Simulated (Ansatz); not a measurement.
**What Zn → Ni does to Zn**

Base system: Zn in the fcc (Cu type) structure (space group Fm-3m, No. 225; a = 3.838 Å; a cell from a computed database, its experimental status unchecked).

Modification: full substitution Zn → Ni; the structure is relaxed again.

The values are results of PBEsol (Ansatz, a first-principles code, PAW, no spin-orbit coupling), not measurements. Γ-centred 23×23×23 mesh, Fermi–Dirac width 0.05 eV, for the changed cell.

The volume per atom decreases by 3.75 Å³ to 10.38 Å³ and the density rises by 1.705 g/cm³ to 9.39 g/cm³. The lattice parameter a decreases by 0.375 Å, from 3.838 Å to 3.463 Å and the space group is still Fm-3m (No. 225). The shortest interatomic distance falls by 0.265 Å, from 2.714 Å to 2.449 Å and the band gap stays zero. The magnetic state becomes ferromagnetic (base: not spin-polarised) and the largest site moment goes from zero to 0.65 μB.

Final structure:

```yaml
crystal:
  lattice:
    - [0.00000, 1.73140, 1.73140]
    - [1.73140, 0.00000, 1.73140]
    - [1.73140, 1.73140, 0.00000]
  atoms:
    - { symbol: Ni, position: [0.00000, 0.00000, 0.00000] }
```

Other magnetic orders, which the real material may have, were not ruled out. Stability against distortions was not tested. This is not the structure that Zn has at room temperature and ambient pressure.
